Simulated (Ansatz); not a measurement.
## Lattice constant a of CuF (model structure, Pm-3m, No. 221, 2 atoms in the cell) at several levels of theory

No measured value is used here.

### Question
Put these levels in order of the lattice constant a that they give for CuF (model structure, Pm-3m, No. 221, 2 atoms in the cell), smallest first: PBE-D3(BJ) (Ansatz, a first-principles code), r²SCAN (Ansatz), r²SCAN+rVV10 (Ansatz).

### Answer
r²SCAN+rVV10 (2.724 Å), r²SCAN (2.739 Å), PBE-D3(BJ) (2.760 Å)

Cutoffs differ between the levels. Ansatz's density-functional and Hartree–Fock values are scalar-relativistic unless marked +SOC, with PAW data made under PBE.

A model structure was made by putting elements into a prototype or built by hand; it is no filed structure, need not be a known phase, and can be a saddle point held by its symmetry.
